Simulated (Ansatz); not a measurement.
We consider AlB2-type MgB2, described by r²SCAN in Ansatz (plane waves, PAW).

Numerical settings: plane-wave cutoff 560 eV, 24×24×16 k mesh (along the axes of the cell as run), Fermi–Dirac smearing 0.05 eV, scalar-relativistic PAW data made under PBE.

Computed points:

| V (Å³/atom) | E − E_lowest (meV/atom) | P (GPa) |
|---|---|---|
| 9.163 | 7.56 | 6.55 |
| 9.354 | 1.83 | 3.12 |
| 9.545 | 0.00 | 0.00 |
| 9.736 | 1.72 | -2.84 |
| 9.927 | 6.68 | -5.44 |

Problem. Estimate the bulk modulus from the pressures at 9.354 and 9.736 Å³/atom, and compare it with a fit to all energies.

Solution. B = −V dP/dV. Between V = 9.354 and 9.736 Å³/atom, dP/dV = (-2.84 − (3.12))/(9.736 − 9.354) = -15.6 GPa per Å³/atom; at the midpoint 9.545 Å³/atom this gives B ≈ 149 GPa. The third-order Birch–Murnaghan fit gives V0 = 9.545 Å³/atom, B0 = 149 GPa, B′ = 3.6, which lies within 1 % of that estimate.

Shape and atoms are relaxed at each volume.

Measured, for comparison: bulk modulus 151 ± 5 GPa (room temperature, no zero-point or thermal correction, B' fixed at 4, our sources range from 147 to 151; as tabulated in Vogt et al. (2001), arXiv:cond-mat/0102480). Computed (rounded) less measured: bulk modulus -1 % (inside the range of the sources held).

Note: the bulk modulus comes from volumes at which shape and atoms were relaxed.

The computed numbers hold no vibrational or temperature effects.

Computing time: very roughly 8 core-minutes.

Ansatz is a program for electronic structure.
